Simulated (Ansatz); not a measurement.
Checking a run of Ansatz (a first-principles code) on Mg₆SiB (Amm2, 8 atoms in the cell). The aim is a self-consistent single point with DFT, PBEsol, plane waves, default PAW files made with PBE.

Cell that was meant: a = 3.9757 Å, b = 6.2872 Å, c = 6.2872 Å, α = 76.48°, β = 90.00°, γ = 90.00°.

Part of the input:

Ansatz 0.2 input:
```yaml
    - { symbol: B, position_ang: [1.98785500, 0.00000000, 5.11666202] }
kpoints:
  mp_grid:
    grid: [1, 1, 1]
    shift: [0.5, 0.5, 0.5]
hamiltonian:
  xc: pbesol
```

Output, abridged:

```
WARN basis.ecutwfc = 420 eV, the default
WARN ansatz: RAYON_NUM_THREADS=1 ignored (pool sized by the plan → 1); use --threads N
   [... lines left out ...]
PAW frozen core: B, regenerated for the run's functional, and the local potential with it
Initial density: superposition of atomic densities (neutral atoms: chi_scale 0, normalization atom), corrected by the library's trained network
Initial wavefunctions: pseudopotential atomic-orbital guess
Eigensolver: davidson
Functional: x = pbesol(κ = 0.804, μ = 0.12345679012345678), c = pbesol(β = 0.046)
SCF iter   1: F=—  HF=-12246.864101 eV  |F-HF|=—  |Δ(HF+E_count)|=         —  Δρ=1.99e-2  dr2=9.17e-1  ethr=1.77e-3  ⟨swp⟩=10.0  Hψ=202  notcnv=0
all-band conjugate gradients solve this SCF's bands
preconditioner: auto → Resta (q_TF=auto, 2.378 Å⁻¹)
SCF iter   2: F=—  HF=-12246.708062 eV  |F-HF|=—  |Δ(HF+E_count)|=   1.56e-1  Δρ=1.19e-2  dr2=2.50e-1  ethr=1.37e-3  ⟨swp⟩=1.0  Hψ=50  notcnv=0
   [... lines left out ...]
SCF iter   6: F=—  HF=-12246.634993 eV  |F-HF|=—  |Δ(HF+E_count)|=   3.57e-5  Δρ=5.76e-5  dr2=8.43e-6  ethr=2.33e-7  ⟨swp⟩=2.0  Hψ=54  notcnv=0
SCF iter   7: F=—  HF=-12246.635012 eV  |F-HF|=—  |Δ(HF+E_count)|=   1.84e-5  Δρ=1.64e-5  dr2=4.77e-7  ethr=1.26e-8  ⟨swp⟩=2.0  Hψ=71  notcnv=0  defer=2
SCF iter   8: F=-12246.635012 eV  HF=-12246.635012 eV  |F-HF|=3.74e-8  |Δ(HF+E_count)|=   1.80e-7  Δρ=4.27e-6  dr2=5.99e-8  ethr=1.49e-10  ⟨swp⟩=11.0  Hψ=166  notcnv=0
SCF 1 converged in 8 iterations: F = -12246.635012 eV  dr2 = 5.99e-8
Free energy (F): -12246.635012 eV
Internal energy: -12246.442210 eV  (E = F + TS)
E sigma→0 (E₀):  -12246.538611 eV
Entropy (-TS):   -0.192801 eV (-24.100 meV/atom)
Fermi energy:    7.480046 eV
--- Forces (eV/Å), atoms counted from 1 ---
  atom   1  Mg     0.00000000    -0.10549993     0.03549115
  atom   2  Mg     0.00000000     0.10549993     0.03549115
  atom   3  Mg     0.00000000     0.00000000    -0.01976363
  atom   4  Mg    -0.00000000     0.00545847    -0.24080028
  atom   5  Mg     0.00000000    -0.00545847    -0.24080028
  atom   6  Mg     0.00000000     0.00000000     0.21922671
  atom   7  Si     0.00000000     0.00000000    -1.15388481
  atom   8  B      0.00000000     0.00000000     1.36501016
--- Stress (GPa, compression-positive) ---
       15.403528       0.000000       0.000000
        0.000000     -12.073304       0.000000
        0.000000       0.000000      -6.916861
  P = ⅓ Tr σ = -1.1955 GPa (-11.955 kbar)
  The stress holds the Pulay correction. Without it, at fixed plane waves, as pw.x and ABINIT print it: P = -1.2125 GPa
```

Problem. Can these results be used? Check the input.

Solution. The run is not sound. The fault is a single k-point for a small metallic cell. One k-point cannot sample the Fermi surface of a small cell. To fix it, use a converged k-point mesh. The run converged in 8 iterations without an error; against the sound input the free energy goes down by 205 meV/atom, the pressure goes from -1.01 to -1.20 GPa and the largest force goes from 0.148 to 1.365 eV/Å.

An input that runs soundly differs in these lines (not the only fix; some lines may just follow from the change or write a value another way):
```diff
-    grid: [1, 1, 1]
+    grid: [5, 3, 3]
```

With that input, the run converged in 7 iterations: free energy E − TS (on the zero of these files) -12244.9988 eV; Fermi level (on the code's own zero) 6.31 eV; pressure -1.01 GPa; largest force (vector length) 0.148 eV/Å (DFT, PBEsol, plane waves, default PAW files made with PBE).

On the sound input: the starting cell comes from a database of computed structures (which also holds hypothetical and non-ambient phases and stackings), without a prior relaxation at this level. Ansatz's pressure includes its estimate of the finite-basis (Pulay) stress. Without a gap this mesh is coarse (it stands for a supercell whose shortest vector is 19 Å).
